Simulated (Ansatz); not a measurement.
# A short convergence ladder for LuCl3 (P3m1, 8 atoms in the cell)

```xyz
8
Lattice="9.4166 0.0000 0.0000 -4.7083 8.1550 0.0000 0.0000 0.0000 3.4552" Properties=species:S:1:pos:R:3 pbc="T T T"
Lu     4.7083     2.7183     0.9138
Lu     0.0000     5.4367     2.5914
Cl     6.3670     1.7607     2.5914
Cl    -1.6587     6.3943     0.8638
Cl     1.6587     6.3943     0.8638
Cl     3.0496     1.7607     2.5914
Cl     4.7083     4.6337     2.5914
Cl     0.0000     3.5213     0.8638
```

Base method: LDA (PW92), default PAW files made with PBE (plane waves; Ansatz, an electronic-structure program).

Base settings: basis.ecutwfc = 420 eV; kpoints.mp_grid.grid = 3 3 7; hamiltonian.xc = lda; hamiltonian.pseudopotentials = {kind: paw} (the program's default PAW files); scf.occupations.method = fixed.

**The width of Fermi-Dirac smearing**

In this ladder: scf.occupations.method = fermi_dirac.

The mesh stays at the base's, so the ladder's end is converged at best in this setting alone.

Only quantities that move along the ladder and can be compared are tabulated.

```csv
scf.occupations.width,free energy less the last step's (meV/atom),pressure (GPa),largest difference of a force vector from the last step's (eV/Å)
1 eV,-228.99,-0.27,0.204
0.5 eV,-8.22,-1.13,0.014
0.2 eV,-0.01,-1.17,0.000
0.1 eV,0.00,-1.17,0.000
0.02 eV,0.00,-1.17,0.000
```

Widest scf.occupations.width that holds the pressure within 0.5 GPa of the last step, with all finer ones: 0.5 eV; the step before is off by 0.90 GPa.

Widest scf.occupations.width that holds the free energy within 2 meV/atom of the last step, with all finer ones: 0.2 eV; the step before is off by 8.2 meV/atom.

Widest scf.occupations.width that holds the forces within 0.02 eV/Å of the last step, with all finer ones: 0.5 eV; the step before is off by 0.20 eV/Å.

On the base run: the starting cell comes from a database of computed structures (which also holds hypothetical and non-ambient phases and stackings), without a prior relaxation at this level. Its lattice was rescaled by up to half a per cent. One atom was moved a little off its site on purpose. Ansatz's pressure includes its estimate of the finite-basis (Pulay) stress.

Keys are those of Ansatz 0.2.
